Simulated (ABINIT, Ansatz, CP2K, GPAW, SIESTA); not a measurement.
# NaCl (Fm-3m, 2 atoms in the cell) computed with different codes at matched settings

Band-structure calculation.

```
CELL_PARAMETERS angstrom
      0.00000     2.82000     2.82000
      2.82000     0.00000     2.82000
      2.82000     2.82000     0.00000
ATOMIC_POSITIONS crystal
  Na 0.00000 0.00000 0.00000
  Cl 0.50000 0.50000 0.50000
```

Shared settings, as Ansatz (an electronic-structure program) writes them: kpoints.mp_grid.grid = 10 10 10; scf.occupations.method = fermi_dirac; scf.occupations.width = 0.0015 Ry. Potentials and cutoffs stand in the table.

```tsv
code	model	gap along the path (eV)	smallest direct gap (eV)	cutoff
SIESTA	GGA PBE, numerical atomic orbitals TZP, PseudoDojo PBE standard norm-conserving potentials (rewritten from UPF to PSML)	5.16	5.16	grid 350 Ry
ABINIT	PBE, PAW (JTH v2.0 PBE PAW)	5.10	5.10	30 Ha
GPAW	PBE, GPAW PAW datasets PBE (gpaw-data 1.0.1)	5.11	5.11	800 eV
Ansatz	PBE, default PAW files	5.11	5.11	default
CP2K	PBE, GPW, DZVP-MOLOPT-SR-GTH basis, GTH-PBE potentials (GTH_POTENTIALS)	5.05	5.05	grid 950 Ry
```

The spread over the programs that give each value: gap along the path within 0.11 eV; smallest direct gap within 0.11 eV.

SIESTA and CP2K use small atom-centred bases, whose incompleteness enters pressures, forces and empty levels differently from a plane-wave cutoff.

The starting cell has typed, rounded lattice constants, without a prior relaxation at this level.

Left out of this page: Quantum ESPRESSO, Elk and FLEUR (not drawn, or without a comparable value).

Keys are those of Ansatz 0.2.
